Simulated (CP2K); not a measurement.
Band structure of Au3S (P6_3/mmc, 8 atoms in the cell).

```
CELL_PARAMETERS angstrom
      5.75784     0.00000     0.00000
     -2.87892     4.98643     0.00000
      0.00000     0.00000     4.71797
ATOMIC_POSITIONS crystal
  S  0.66667 0.33333 0.25000
  S  0.33333 0.66667 0.75000
  Au 0.33253 0.16626 0.75000
  Au 0.66747 0.83374 0.25000
  Au 0.16626 0.33253 0.25000
  Au 0.83374 0.66747 0.75000
  Au 0.83374 0.16626 0.75000
  Au 0.16626 0.83374 0.25000
```

Method of the run: LDA (Pade form), GPW, DZVP-MOLOPT-SR-GTH basis, GTH-PADE potentials (GTH_POTENTIALS) (CP2K).

Settings: CUTOFF = 500 Ry; REL_CUTOFF = 60 Ry; SMEAR/METHOD = GAUSSIAN; SIGMA = 0.136 eV; KPOINTS/SCHEME = MONKHORST-PACK 5 5 5; XC_FUNCTIONAL = PADE; S/BASIS_SET = DZVP-MOLOPT-SR-GTH-q6; S/POTENTIAL = GTH-PADE-q6; Au/BASIS_SET = DZVP-MOLOPT-SR-GTH-q11; Au/POTENTIAL = GTH-PADE-q11; METHOD = GPW; EPS_DEFAULT = 1e-10; EXTRAPOLATION = USE_GUESS; NGRIDS = 5.

The starting cell comes from a database of computed structures (which also holds hypothetical and non-ambient phases and stackings), without a prior relaxation at this level. Its lattice was rescaled by a random factor within 2.5 % of one. Spin-orbit coupling is off. Values carry the incompleteness of an atom-centred basis. The run gives no clean gap (levels at the Fermi energy touch, overlap or are partly filled at this smearing), which alone does not show that the compound is a metal.

Levels in eV from the Fermi level, bands 36 to 41:
| point | 36 | 37 | 38 | 39 | 40 | 41 |
|---|---|---|---|---|---|---|
| Γ | -1.49 | -1.22 | -1.22 | -0.25 | 0.44 | 0.85 |
| M | -1.30 | -0.54 | -0.51 | -0.44 | 1.07 | 1.31 |
| K | -0.31 | -0.31 | -0.08 | -0.02 | 0.70 | 0.70 |
| A | -1.71 | -1.58 | -1.58 | -0.74 | -0.74 | 2.81 |
| L | -1.98 | -1.09 | -1.09 | 0.54 | 0.54 | 2.30 |
| H | -1.99 | -0.42 | -0.42 | 0.08 | 0.08 | 1.11 |

Bands cross the Fermi level along this path, so the cell is metallic at this level.

Higher empty bands are left out: an atom-centred basis made for the valence describes them poorly.
